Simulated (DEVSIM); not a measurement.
**Schottky contact on n-type GaP**

System: Schottky contact on n-type GaP, at 300 K.

```tsv
layer (left to right)	material	thickness (μm)	Nd (cm⁻³)	τn (s)	τp (s)
1	GaP	1.20	3e17	6.8e-7	6.8e-7
2	GaP	2.00	9e17	6.8e-7	6.8e-7
```

Left contact: Schottky, work function 4.89 eV, emission velocity 2.8e6 cm/s. Right contact: ohmic. Voltage is applied to the left contact. Recombination: SRH at mid-gap, radiative. Mobility is μmin + (μ − μmin)/(1 + (N/Nref)^α).

The device is made up for the run: typed textbook-type constants, with dimensions and the other settings drawn at random. Values at 300 K.

```
parameter         GaP
-------------  ------
gap (eV)         2.26
affinity (eV)     3.8
permittivity     11.1
Nc (cm⁻³)      1.8e19
Nv (cm⁻³)      1.9e19
μn (cm²/Vs)       250
μp (cm²/Vs)       150
μn,min             10
μp,min             10
Nref,n         4.4e18
Nref,p           1e18
αn                0.8
αp               0.85
B (cm³/s)       1e-13
```

Model (solved in DEVSIM): 1D drift-diffusion, Boltzmann statistics, complete ionisation; no tunnelling, impact ionisation, image-force lowering or self-heating. Metal contacts follow the ideal Schottky-Mott rule: no Fermi-level pinning, no interface dipoles.

```json
{
  "potential_step_across_the_device_at_zero_bias": "1.013 V",
  "Dark forward voltage at 1 A/cm²": "0.681 V",
  "Dark forward voltage at 100 A/cm²": "0.803 V"
}
```

Dark reverse current:

| V (V) | J (A/cm²) |
|---|---|
| -0.04 | -3.0e-12 |
| -0.10 | -3.7e-12 |
| -0.20 | -3.8e-12 |
| -0.30 | -3.8e-12 |
| -0.40 | -3.8e-12 |
| -0.60 | -3.8e-12 |
| -0.80 | -3.8e-12 |
| -1.00 | -3.8e-12 |
| -1.30 | -3.8e-12 |
| -1.60 | -3.8e-12 |
| -2.00 | -3.9e-12 |

Small-signal capacitance in reverse bias (quasi-static):

```csv
V (V),C (nF/cm²)
-0.04,154
-0.1,149
-0.2,143
-0.3,137
-0.4,132
-0.6,123
-0.8,116
-1,110
-1.3,102
-1.6,96.1
-2,89.4
```
